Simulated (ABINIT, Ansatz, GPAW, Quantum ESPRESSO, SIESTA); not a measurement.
Code comparison for Cr (Im-3m, 1 atom in the cell)

Self-consistent single point.

```xyz
1
Lattice="-1.4184 1.4184 1.4184 1.4184 -1.4184 1.4184 1.4184 1.4184 -1.4184" Properties=species:S:1:pos:R:3 pbc="T T T"
Cr     0.0000     0.0000     0.0000
```
Moments meant for the start (each program seeds them in its own way; μB, in the order of the atoms Cr): 3.0.

Shared settings, as Ansatz (an electronic-structure program) writes them: kpoints.mp_grid.grid = 13 13 13; scf.occupations.method = fermi_dirac; scf.occupations.width = 0.0073 Ry. Potentials and cutoffs stand in the table.

| code | model | pressure (GPa) | cutoff |
|---|---|---|---|
| GPAW | PBEsol, GPAW PAW datasets PBEsol (made by gpaw-setup) | -6.97 | 800 eV |
| SIESTA | GGA PBEsol, numerical atomic orbitals DZP, PseudoDojo PBEsol standard norm-conserving potentials (rewritten from UPF to PSML) | -9.94 | grid 350 Ry |
| Quantum ESPRESSO | PBEsol, SSSP 1.1.2 efficiency (PBE) pseudopotentials | -6.40 | 50 Ry |
| Ansatz | PBEsol, default PAW files made with PBE | -6.35 | default |
| ABINIT | PBEsol, PAW (JTH v2.0 PBE PAW, files made for PBE) | -7.51 | 30 Ha |

On Ansatz's run: the starting moments vanished: the run ended non-magnetic, which need not be the lowest state. The program warned that a starting moment was not kept.

The spread over the programs that give each value: pressure within 3.59 GPa.

SIESTA uses small atom-centred bases, whose incompleteness enters pressures, forces and empty levels differently from a plane-wave cutoff. Ansatz's pressure is given at a fixed set of plane waves, as the other plane-wave codes print theirs; with its correction for the finite basis it is -6.25 GPa. In the pressure, SIESTA (by 3.25) lies more than 1 GPa from the median of the plane-wave programs.

The starting cell was generated: these elements placed on a structure prototype, without a prior relaxation; it need not be a known phase or ordering of this composition. Its lattice was rescaled by a random factor within 2.5 % of one.

Left out of this page: Elk and FLEUR (not drawn, or without a comparable value).

Keys are those of Ansatz 0.2.
